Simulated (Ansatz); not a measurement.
We consider Sr3Sn2O7 (Cmcm, No. 63, 24 atoms in the cell; start mp-17743), described by PBEsol (Ansatz, a first-principles code, PAW).

Run with plane-wave cutoff 520 eV, 6×6×6 k mesh, Fermi–Dirac smearing 0.01 eV, scalar-relativistic PAW data made under PBE.

Cell (relaxed with PBEsol):

```
CELL_PARAMETERS angstrom
     10.20450    -2.90524     0.00000
     10.20450     2.90524     0.00000
      0.00000     0.00000     5.71474
ATOMIC_POSITIONS crystal
  Sr 0.24386 0.75614 0.75000
  Sr 0.75614 0.24386 0.25000
  Sr 0.42434 0.94983 0.75000
  Sr 0.57566 0.05017 0.25000
  Sr 0.94983 0.42434 0.25000
  Sr 0.05017 0.57566 0.75000
  Sn 0.84740 0.35033 0.75000
  Sn 0.15260 0.64967 0.25000
  Sn 0.35033 0.84740 0.25000
  Sn 0.64967 0.15260 0.75000
  O  0.08244 0.08244 0.50000
  O  0.91756 0.91756 0.50000
  O  0.91756 0.91756 0.00000
  O  0.08244 0.08244 0.00000
  O  0.38680 0.38680 0.00000
  O  0.61320 0.61320 0.00000
  O  0.61320 0.61320 0.50000
  O  0.38680 0.38680 0.50000
  O  0.38678 0.00852 0.25000
  O  0.61322 0.99148 0.75000
  O  0.00852 0.38678 0.75000
  O  0.99148 0.61322 0.25000
  O  0.67382 0.32618 0.75000
  O  0.32618 0.67382 0.25000
```

Question: Give the computed band gap and smallest direct gap on the k points sampled.

Answer: 
* **band gap**: 2.45 eV
* **smallest direct gap on the k points sampled**: 2.56 eV

Spin–orbit coupling is not included.

Computed values are for the static lattice.

A start named mp-… is a Materials Project structure, which need not be a measured phase.
